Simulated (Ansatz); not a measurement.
**Mg2Ge: Li interstitial (started 2.51 Å from the nearest host atom), symmetric start**

Take a 12-atom supercell of Mg2Ge in the anti-fluorite structure (space group Fm-3m, No. 225; a = 6.421 Å) at its relaxed geometry as the base.

Now apply this change: a neutral Li interstitial (started 2.51 Å from the nearest host atom), symmetric start, atoms relaxed at fixed cell.

The values are results of Kohn–Sham DFT with the PBE functional, run in Ansatz (a first-principles code) with PAW and 420 eV plane waves, without spin-orbit coupling, not measurements. Settings: 4×4×4 k-points, 0.01 eV Fermi–Dirac smearing.

```json
[
 {"quantity": "pressure", "base": "0.0 GPa", "changed": "1.5 GPa", "shift": "+1.5 GPa"},
 {"quantity": "final site of the added atom", "base": "–", "changed": "6 Ge at 3.19–3.23 Å (octahedral)", "shift": "–"}
]
```

Cost of the whole job for the changed cell (relaxation, final SCF and bands): around 7 core-minutes (rough).

The magnetic state is the one reached from the starting moments; the real material's order can differ, and small cells can't hold many antiferromagnetic ones. In so small a cell the defect repeats every few ångströms: this is an ordered compound, not a dilute defect. The mesh was chosen for an insulator and is coarse for the gapless case. The defect started on the symmetric site and kept its symmetry, so it may sit on a saddle. Starting moments died away, wholly or in part, for Li interstitial (started 2.51 Å from the nearest host atom); another magnetic solution may exist. The defect cell is spin-polarised and ends with 0.0 μB.
